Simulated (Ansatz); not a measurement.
Relaxation of the outer planes of the (0001) surface of beta Si3N4 in its 1x1 cell (cut with top plane 4 N + 3 Si, bottom plane 4 N + 3 Si), outermost plane spacing 1.46 Å in the ideal cut.

Method: PBE (plane waves to 420 eV, PAW; Ansatz, a first-principles code).

Set-up: 63 atoms, N36Si27, 11.7 Å thick at the start; mesh 4x4x1; 0.025 eV smearing; dipole correction on; all atoms relaxed; start symmetry kept, larger cells not searched; no spin, no spin-orbit, no U.

| plane | atoms | bulk spacing to the next (Å) | relaxed spacing (Å) | change (%) | rumpling (Å) |
|---|---|---|---|---|---|
| 1 | 4 N + 3 Si | 1.463 | [?] | [?] | [?] |
| 2 | 4 N + 3 Si | 1.463 | 1.506 | 2.9 | 0.10 (Si outermost) |

Question: Some entries are withheld; supply them.

Answer: 
- 1, relaxed spacing (Å): 1.381
- 1, change (%): -5.6
- 1, rumpling (Å): 0.48 (N outermost)
